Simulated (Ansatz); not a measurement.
Input and output of a self-consistent single point for CsSiI3 (R3m, 5 atoms in the cell) (Ansatz, an electronic-structure program).

Method of the run: PBEsol, PAW files made with PBE (plane waves; Ansatz).

```
CELL_PARAMETERS angstrom
      4.24230     2.44930     3.69117
     -4.24230     2.44930     3.69117
      0.00000    -4.89859     3.69117
ATOMIC_POSITIONS crystal
  Cs 0.00101 0.00101 0.00101
  Si 0.46266 0.46266 0.46266
  I  0.50187 0.50187 0.02939
  I  0.02939 0.50187 0.50187
  I  0.50187 0.02939 0.50187
```

Reference input (self-consistent single point, DFT, LDA (PW92), plane waves, PAW files made with PBE): basis.ecutwfc = 420 eV; kpoints.mp_grid.grid = 4 4 4; hamiltonian.xc = lda; hamiltonian.pseudopotentials = {kind: paw} (the program's default PAW files); scf.occupations.method = fermi_dirac; scf.occupations.width = 0.05 eV. This run's input differs from it in these lines:

Ansatz 0.2 input:
```diff
@@ -17,3 +17,3 @@
 hamiltonian:
-  xc: lda
+  xc: pbesol
   pseudopotentials:
```

Output, abridged:

```
SCF iter   1: F=—  HF=-28509.358651 eV  |F-HF|=—  |Δ(HF+E_count)|=         —  Δρ=2.38e-2  dr2=2.98e0  ethr=3.10e-3  ⟨swp⟩=9.7  Hψ=2529  notcnv=0
all-band conjugate gradients solve this SCF's bands
preconditioner: auto → Resta (q_TF=auto, 2.204 Å⁻¹)
SCF iter   2: F=—  HF=-28508.364796 eV  |F-HF|=—  |Δ(HF+E_count)|=   9.94e-1  Δρ=1.06e-2  dr2=7.23e-1  ethr=3.10e-3  ⟨swp⟩=4.4  Hψ=982  notcnv=0  defer=15
   [... lines left out ...]
SCF iter   5: F=—  HF=-28508.017047 eV  |F-HF|=—  |Δ(HF+E_count)|=   3.79e-4  Δρ=2.66e-4  dr2=2.48e-4  ethr=1.03e-5  ⟨swp⟩=3.0  Hψ=1003  notcnv=0  defer=15
SCF iter   6: F=—  HF=-28508.017340 eV  |F-HF|=—  |Δ(HF+E_count)|=   2.93e-4  Δρ=5.35e-5  dr2=9.02e-6  ethr=3.87e-7  ⟨swp⟩=2.0  Hψ=712  notcnv=0  defer=15
SCF iter   7: F=—  HF=-28508.017340 eV  |F-HF|=—  |Δ(HF+E_count)|=   3.19e-7  Δρ=1.14e-5  dr2=5.21e-7  ethr=1.41e-8  ⟨swp⟩=2.0  Hψ=722  notcnv=0  defer=15
SCF iter   8: F=-28508.017341 eV  HF=-28508.017341 eV  |F-HF|=7.93e-8  |Δ(HF+E_count)|=   1.14e-6  Δρ=3.16e-6  dr2=4.63e-8  ethr=1.56e-10  ⟨swp⟩=16.5  Hψ=2789  notcnv=0
SCF 1 converged in 8 iterations: F = -28508.017341 eV  dr2 = 4.63e-8
Free energy (F): -28508.017341 eV
Internal energy: -28508.017327 eV  (E = F + TS)
E sigma→0 (E₀):  -28508.017334 eV
Entropy (-TS):   -0.000014 eV (-0.003 meV/atom)
Fermi energy:    4.977827 eV
--- Forces (eV/Å), atoms counted from 1 ---
  atom   1  Cs    -0.00000000     0.00000000     0.00229153
  atom   2  Si     0.00000000    -0.00000000     0.04483586
  atom   3  I     -0.00000000     0.02103657    -0.01574482
  atom   4  I     -0.01821820    -0.01051828    -0.01574482
  atom   5  I      0.01821820    -0.01051828    -0.01574482
--- Stress (GPa, compression-positive) ---
       -1.010004       0.000000       0.000000
        0.000000      -1.010004       0.000000
        0.000000       0.000000      -0.993868
  P = ⅓ Tr σ = -1.0046 GPa (-10.046 kbar)
  The stress holds the Pulay correction. Without it, at fixed plane waves, as pw.x and ABINIT print it: P = -1.0138 GPa
```

The run converged in 8 iterations. Against the reference run the pressure goes from -1.78 to -1.00 GPa, the largest force goes from 0.017 to 0.045 eV/Å and the gap on the mesh goes from 0.748 to 0.758 eV.

The starting cell comes from a database of computed structures (which also holds hypothetical and non-ambient phases and stackings), without a prior relaxation at this level. Spin-orbit coupling is off. Ansatz's pressure includes its estimate of the finite-basis (Pulay) stress.
